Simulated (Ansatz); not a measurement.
**BeSe under a change: biaxial strain −0.65 %, plane normal [001], relaxed out of plane**

Consider BeSe in the zinc blende structure (space group F-43m, No. 216; a = 5.129 Å). Axes: x, y, z lie along the cube axes.

Now apply this change: biaxial strain −0.65 %, plane normal [001], relaxed out of plane (Cartesian); in-plane vectors clamped, the third vector and the atoms free.

The values are results of DFT with PBEsol, PAW potentials and a 420 eV plane-wave cutoff in Ansatz (a first-principles code), no spin-orbit coupling, not measurements. Γ-centred 11×11×11 mesh, Fermi–Dirac width 0.05 eV.

```json
[
 {"quantity": "space group", "base": "F-43m (No. 216)", "changed": "I-4m2 (No. 119)", "shift": "–"},
 {"quantity": "shortest interatomic distance", "base": "2.221 Å", "changed": "2.215 Å", "shift": "-0.006 Å"},
 {"quantity": "energy relative to the base (free energy F)", "base": "0 meV/atom", "changed": "+0.6 meV/atom", "shift": "+0.6 meV/atom"},
 {"quantity": "pressure (mean of the normal stresses, compression positive)", "base": "0.00 GPa", "changed": "0.63 GPa", "shift": "+0.63 GPa"},
 {"quantity": "band gap", "base": "2.47 eV", "changed": "2.40 eV", "shift": "-0.07 eV"},
 {"quantity": "gap character", "base": "–", "changed": "indirect, Γ → X", "shift": "–"},
 {"quantity": "smallest direct gap", "base": "4.28 eV", "changed": "4.32 eV", "shift": "+0.035 eV"},
 {"quantity": "electron mass", "base": "0.84 mₑ along k, 0.26 mₑ across (at X)", "changed": "0.83 mₑ along k, 0.26 mₑ across (at X)", "shift": "–"},
 {"quantity": "valence-band top at Γ (three highest levels, from the VBM)", "base": "0.00, 0.00, 0.00 eV", "changed": "0.00, 0.00, -0.07 eV", "shift": "–"},
 {"quantity": "valley order (the lowest conduction-band minima on the path, energy above the VBM, named in the base's zone)", "base": "X along ⟨100⟩ 2.47 eV", "changed": "X along [010] 2.40 eV; X along [001] 2.48 eV", "shift": "–"},
 {"quantity": "out-of-plane strain", "base": "–", "changed": "+0.52 %", "shift": "–"},
 {"quantity": "mean in-plane stress (compression positive)", "base": "–", "changed": "+0.9 GPa", "shift": "–"}
]
```

Masses are band curvatures over ±0.01 Å⁻¹ around the edge. Along k means along the line from Γ to the band edge. Stability against distortions was not tested. Labels are those of the standard path for the cell's own space group.
